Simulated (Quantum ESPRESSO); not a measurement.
The steps of a band-structure calculation for C (P6_3/mmc, 2 atoms in the cell) with Quantum ESPRESSO.

Method of the run: PBE, GBRV 1.5 ultrasoft (PBE) pseudopotentials (plane waves; Quantum ESPRESSO 7.5).

Step 1 (scf):

```fortran
&CONTROL
    calculation = 'scf'
    prefix = 'C'
    outdir = './tmp'
    pseudo_dir = './'
    tprnfor = .true.
    tstress = .true.
/
&SYSTEM
    ibrav = 4
    A = 2.1399633146
    C = 3.4744310000
    nat = 2
    ntyp = 1
    ecutwfc = 40
    ecutrho = 200
    occupations = 'smearing'
    smearing = 'cold'
    degauss = 0.0099958
/
&ELECTRONS
    conv_thr = 1e-10
    mixing_beta = 0.7
/
ATOMIC_SPECIES
C     12.0110  c_pbe_v1.2.uspp.F.UPF
ATOMIC_POSITIONS {crystal}
C     0.3333333333    0.6666666667    0.2500000000
C     0.6666666667    0.3333333333    0.7500000000
K_POINTS {automatic}
8 8 5  0 0 0
```

Step 2 (bands):

```fortran
&CONTROL
    calculation = 'bands'
    prefix = 'C'
    outdir = './tmp'
    pseudo_dir = './'
    verbosity = 'high'
/
&SYSTEM
    ibrav = 4
    A = 2.1399633146
    C = 3.4744310000
    nat = 2
    ntyp = 1
    ecutwfc = 40
    ecutrho = 200
    occupations = 'smearing'
    smearing = 'cold'
    degauss = 0.0099958
    nbnd = 11
/
&ELECTRONS
    conv_thr = 1e-10
    startingwfc = 'random'
    diago_thr_init = 1.0d-6
    diagonalization = 'cg'
/
ATOMIC_SPECIES
C     12.0110  c_pbe_v1.2.uspp.F.UPF
ATOMIC_POSITIONS {crystal}
C     0.3333333333    0.6666666667    0.2500000000
C     0.6666666667    0.3333333333    0.7500000000
K_POINTS {crystal_b}
12
  0.00000000   0.00000000   0.00000000  17  ! G
  0.50000000   0.00000000   0.00000000  10  ! M
  0.33333333   0.33333333   0.00000000  20  ! K
  0.00000000   0.00000000   0.00000000   9  ! G
  0.00000000   0.00000000   0.50000000  17  ! A
  0.50000000   0.00000000   0.50000000  10  ! L
  0.33333333   0.33333333   0.50000000  20  ! H
  0.00000000   0.00000000   0.50000000   1  ! A
  0.50000000   0.00000000   0.50000000   9  ! L
  0.50000000   0.00000000   0.00000000   1  ! M
  0.33333333   0.33333333   0.00000000   9  ! K
  0.33333333   0.33333333   0.50000000   1  ! H
```

Step 3 (bands.x):

```fortran
&BANDS
    prefix = 'C'
    outdir = './tmp'
    filband = 'bands.dat'
    lsym = .false.
/
```

Output of bands (abridged):

```
     Atomic positions and unit cell read from directory:
     ./tmp/C.save/
     G-vector sticks info
     --------------------
     sticks:   dense  smooth     PW     G-vecs:    dense   smooth      PW
     Sum         223     187     61                 4427     3177     663

     bravais-lattice index     =            4
     lattice parameter (alat)  =       4.0439  a.u.
     unit-cell volume          =      92.9873 (a.u.)^3
   [... lines left out ...]
         1        C      tau(   1) = (  0.3333333  0.6666667  0.2500000  )
         2        C      tau(   2) = (  0.6666667  0.3333333  0.7500000  )

     number of k points=   124  Marzari-Vanderbilt smearing, width (Ry)=  0.0100
                       cart. coord. in units 2pi/alat
        k(    1) = (   0.0000000   0.0000000   0.0000000), wk =   0.0161290
        k(    2) = (   0.0294118   0.0169809   0.0000000), wk =   0.0161290
        k(    3) = (   0.0588235   0.0339618   0.0000000), wk =   0.0161290
   [... 121 lines left out ...]

     Dense  grid:     4427 G-vectors     FFT dimensions: (  20,  20,  30)

     Smooth grid:     3177 G-vectors     FFT dimensions: (  18,  18,  30)

     The potential is recalculated from file :
     ./tmp/C.save/charge-density

     Band Structure Calculation
     CG style diagonalization

     ethr =  1.00E-06,  avg # of iterations = 18.3

     End of band structure calculation

          k = 0.0000 0.0000 0.0000 (   391 PWs)   bands (ev):

    -8.1312   1.9087   2.2176  17.8819  17.8819  19.7439  19.7439  19.9751
    36.2154  40.1686  40.6298

          k = 0.0294 0.0170 0.0000 (   387 PWs)   bands (ev):

    -8.0995   1.9352   2.2501  17.7462  17.8178  19.6958  19.7455  19.9588
    36.2366  39.1463  40.7238

   [... 122 blocks of this kind left out ...]
```

Output of bands.x (abridged):

```
     Reading xml data from directory:

     ./tmp/C.save/

     G-vector sticks info
     --------------------
     sticks:   dense  smooth     PW     G-vecs:    dense   smooth      PW
     Sum         223     187     61                 4427     3177     663

     Reading collected, re-writing distributed wavefunctions
     high-symmetry point:  0.0000 0.0000 0.0000   x coordinate   0.0000
     high-symmetry point:  0.5000 0.2887 0.0000   x coordinate   0.5774
     high-symmetry point:  0.3333 0.5774 0.0000   x coordinate   0.9107
     high-symmetry point:  0.0000 0.0000 0.0000   x coordinate   1.5774
     high-symmetry point:  0.0000 0.0000 0.3080   x coordinate   1.8853
     high-symmetry point:  0.5000 0.2887 0.3080   x coordinate   2.4627
     high-symmetry point:  0.3333 0.5774 0.3080   x coordinate   2.7960
     high-symmetry point:  0.0000 0.0000 0.3080   x coordinate   3.4627
     high-symmetry point:  0.5000 0.2887 0.3080   x coordinate   3.4627
     high-symmetry point:  0.5000 0.2887 0.0000   x coordinate   3.7706
     high-symmetry point:  0.3333 0.5774 0.0000   x coordinate   3.7706
     high-symmetry point:  0.3333 0.5774 0.3080   x coordinate   4.0786

     Plottable bands (eV) written to file bands.dat.gnu
     Bands written to file bands.dat

   JOB DONE.
```

The starting cell was generated: these elements placed on a structure prototype, without a prior relaxation; it need not be a known phase or ordering of this composition. Its lattice was rescaled by a random factor within 2.5 % of one.
